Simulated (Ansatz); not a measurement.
Start from Sr in the fcc (Cu type) structure (space group Fm-3m, No. 225; a = 6.105 Å; relaxed with 0.1 eV smearing). Axes: x, y, z lie along the cube axes.

Computed with plane-wave PAW DFT at the r2SCAN level (Ansatz, a first-principles code, 500 eV), scalar-relativistic without spin-orbit coupling, earlier PAW set.

For the base:

| Quantity | Result |
|---|---|
| Shortest interatomic distance | 4.317 Å |

Now apply this change: uniaxial stress, 3 GPa compression along x; all other stress components relax to zero.

**Question.** Estimate the effect on the energy relative to the base.

**Answer.** The energy grows by 71 meV/atom.

**Question.** How does this affect the strain response?

**Answer.** The strain response (xx, yy, zz) is (−34.12, +18.77, +18.77) %.

**Question.** Estimate the effect on the shortest interatomic distance.

**Answer.** The shortest interatomic distance drops by 0.295 Å to 4.022 Å.

Stability under load was not tested beyond the relaxation. Under uniaxial stress, 3 GPa compression along x the cell changed shape so far that it is another structure.
